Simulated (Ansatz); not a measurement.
An input for Ansatz (LDA) and the part of its output that reports the quasi-harmonic study. Lengths are of the primitive cell. 

Ansatz 0.2 input:
```yaml
crystal:
  lattice:
    - [0.0, 1.7588311799, 1.7588311799]
    - [1.7588311799, 0.0, 1.7588311799]
    - [1.7588311799, 1.7588311799, 0.0]
  atoms:
    - { symbol: Cu, position: [0.0, 0.0, 0.0] }
kpoints:
  mp_grid: { grid: [15, 15, 15] }
hamiltonian:
  xc: lda
  pseudopotentials: { kind: paw }
scf:
  occupations: { method: methfessel_paxton, width: 0.15 }
phonons:
  method: dfpt
  qmesh: [5, 5, 5]
  temperatures: { t_max: 1000, t_step: 25 }
  thermal_expansion: {}
checkpoint:
  write: run
```

```
--- Thermal expansion: 11 cells in 3 rounds, 0 GPa ---
  no lower state was reached at cell 4; its state was not examined: fill_not_monotonic
  without vibrations: a 2.48647, b 2.48647, c 2.48647 Å, V 10.8701 Å³, B 190.13 GPa
  at 0 K: a 2.49115, b 2.49115, c 2.49115 Å, V 10.9316 Å³, B 186.49 GPa
  zero-point expansion: a +0.188, b +0.188, c +0.188, V +0.565 %
      T/K        a/Å        b/Å        c/Å       V/Å³ | expansion of a, b, c, V (1e-6/K)   | that of V in the mean from 25 °C | C_P, C_V (J/mol K of the cell) | B_T, B_S (GPa)
     0.00    2.49115    2.49115    2.49115    10.9316 |    0.00    0.00    0.00    0.00 |   27.31 |     0.000     0.000 |   186.49   186.49
   100.00    2.49194    2.49194    2.49194    10.9421 |    8.23    8.23    8.23   24.68 |   36.30 |    14.863    14.789 |   184.94   185.87
   200.00    2.49466    2.49466    2.49466    10.9779 |   12.60   12.60   12.60   37.79 |   40.18 |    22.073    21.731 |   180.92   183.77
   298.15    2.49795    2.49795    2.49795    11.0213 |   14.06   14.06   14.06   42.18 |       - |    24.196    23.575 |   176.58   181.24
   375.00    2.50072    2.50072    2.50072    11.0581 |   14.75   14.75   14.75   44.25 |   43.34 |    25.048    24.202 |   173.08   179.13
   475.00    2.50450    2.50450    2.50450    11.1083 |   15.46   15.46   15.46   46.38 |   44.61 |    25.804    24.653 |   168.41   176.28
   575.00    2.50846    2.50846    2.50846    11.1610 |   16.10   16.10   16.10   48.31 |   45.78 |    26.401    24.925 |   163.64   173.33
   675.00    2.51258    2.51258    2.51258    11.2162 |   16.74   16.74   16.74   50.23 |   46.90 |    26.941    25.115 |   158.75   170.30
   775.00    2.51687    2.51687    2.51687    11.2738 |   17.41   17.41   17.41   52.23 |   48.03 |    27.469    25.262 |   153.75   167.19
   875.00    2.52135    2.52135    2.52135    11.3340 |   18.12   18.12   18.12   54.36 |   49.17 |    28.009    25.385 |   148.63   164.00
   975.00    2.52602    2.52602    2.52602    11.3971 |   18.89   18.89   18.89   56.68 |   50.37 |    28.577    25.494 |   143.39   160.73
  1000.00    2.52722    2.52722    2.52722    11.4133 |   19.10   19.10   19.10   57.29 |   50.67 |    28.725    25.520 |   142.05   159.90
  the static fit leaves 0.004 meV an atom of the energies and, of the stresses, 0.000 GPa of each cell's largest along a strain (root mean squares over the cells), whose Pulay part it has at -0.052 GPa
  vibrations' free energy: its fit leaves 0.0000 meV an atom at the most
  the electrons' free energy at temperature is in it; its fit leaves 0.0000 meV an atom at the most
  free energies summed between the sampled wave vectors
  estimated error of the fitted expansion in any direction: up to 0.022e-6/K, at 1000 K (an estimate, not a bound: it was exceeded on models of known expansion)
  by sums over the sampled wave vectors an expansion of the volume parts by up to 0.65e-6/K
  by a static energy of one degree less an expansion of the volume parts by up to 0.14e-6/K
  the FFT grids of the static calculations differ: 18 × 18 × 18, 20 × 20 × 20
```

Warnings of the run: thermal_expansion_settings.

Cost: about 100 core-minutes (a rough figure).

No phase change or melting is allowed for: the numbers belong to this structure as given.

The PAW data sets were generated under PBE and serve the other functionals too.

Ansatz is an electronic-structure program.
